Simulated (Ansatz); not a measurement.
Start from Be in the hcp (Mg type) structure (space group P6_3/mmc, No. 194; a = 2.2627 Å, c = 3.5664 Å; relaxed with 0.1 eV smearing).

(Cell as relaxed with PBE.)

Levels (all Ansatz, a quantum-chemistry and plane-wave program, PAW): PBE (420 eV, no SOC); r2SCAN (500 eV, scalar-relativistic without spin-orbit coupling).

Each level relaxes its own structure.

```json
[
 {"base": "volume per atom", "PBE": "7.91 Å³", "r2SCAN": "7.91 Å³"},
 {"base": "lattice parameter a", "PBE": "2.263 Å", "r2SCAN": "2.262 Å"},
 {"base": "band gap", "PBE": "zero", "r2SCAN": "zero"}
]
```

Perturbation: every lattice vector is stretched by 2.77 %; the atoms relax in the strained cell.

```tsv
quantity	PBE	r2SCAN
pressure (mean of the normal stresses, compression positive)	-8.8 GPa	?
band gap	zero	?
energy relative to the base (free energy F)	+20 meV/atom	?
```

Q: Given the PBE results, estimate those of r2SCAN.

A: 
- pressure (mean of the normal stresses, compression positive), r2SCAN: -8.9 GPa
- band gap, r2SCAN: zero
- energy relative to the base (free energy F), r2SCAN: +20 meV/atom

The two agree on the band gap and energy relative to the base. Neither level is exact; r2SCAN is the comparison here, not a measurement.

No phonon test of stability was made.
